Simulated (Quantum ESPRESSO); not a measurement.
# What a tighter setting buys: ecutwfc, InBi3 (C222, 4 atoms in the cell)

```yaml
crystal:
  lattice:
    - [1.68983, 4.50029, 0.00000]
    - [-1.68983, 4.50029, 0.00000]
    - [0.00000, 0.00000, 8.83687]
  atoms:
    - { symbol: In, position: [0.50000, 0.50000, 0.00000] }
    - { symbol: Bi, position: [0.00000, 0.00000, 0.50000] }
    - { symbol: Bi, position: [0.00000, 0.50000, 0.23945] }
    - { symbol: Bi, position: [0.50000, 0.00000, 0.76055] }
```

Computed with LDA (PW92), PseudoDojo standard norm-conserving (LDA) pseudopotentials (plane waves; Quantum ESPRESSO 7.5).

Base settings: ecutwfc = 70 Ry; occupations = smearing; smearing = mp; degauss = 0.0099958 Ry; potentials = {In: In.upf, Bi: Bi.upf}; K_POINTS = automatic 6 6 2 0 0 0; conv_thr = 1e-10 Ry; mixing_beta = 0.3.

Misses are taken against the tightest run, 140 Ry, which need not be fully converged itself. The energy is the free energy per atom.

The count of work is k-points × plane waves × bands × iterations; it is no time, and leaves out set-up, grids and terms that scale otherwise. Core times come from one kind of shared machine and are given to one figure; runs under 30 s give none.

The starting cell comes from a database of computed structures (which also holds hypothetical and non-ambient phases and stackings), without a prior relaxation at this level. Its lattice was rescaled by a random factor within 2.5 % of one. In the base run, with a pressure of about -5 GPa the cell is away from its equilibrium volume at this level. Without a gap this mesh is coarse (it stands for a supercell whose shortest vector is 18 Å).

```csv
ecutwfc,energy less reference (meV/atom),pressure less reference (GPa),largest difference in the force on any atom (eV/Å),count of work / reference,core time / reference (rough)
28 Ry,27897.09,-412.22,0.049,0.11,0.08
35 Ry,7990.30,-171.60,0.023,0.14,0.1
42 Ry,1856.43,-55.88,0.012,0.16,0.2
49 Ry,333.50,-13.93,0.001,0.21,0.3
56 Ry,41.51,-2.46,0.001,0.25,0.3
63 Ry,2.92,-0.25,0.000,0.30,0.3
70 Ry,0.28,-0.01,0.000,0.35,0.2
80 Ry,0.16,0.00,0.000,0.43,0.5
91 Ry,0.12,0.00,0.000,0.52,0.4
105 Ry,0.06,0.00,0.000,0.65,0.7
122 Ry,0.02,0.00,0.000,0.81,1
140 Ry,0.00,0.00,0.000,1.0,1
```

Coarsest setting among those run that, with all tighter ones, holds the energy within 2 meV/atom of the reference: 70 Ry, off by 0.28 meV/atom; it needs 0.35 of the reference's count of work and about 0.2 of the reference's time.

The step from 35 Ry to 105 Ry: it takes the miss in the energy from 8000 to 0.06 meV/atom, for 4.8 times the count of work and roughly 6 times the time.
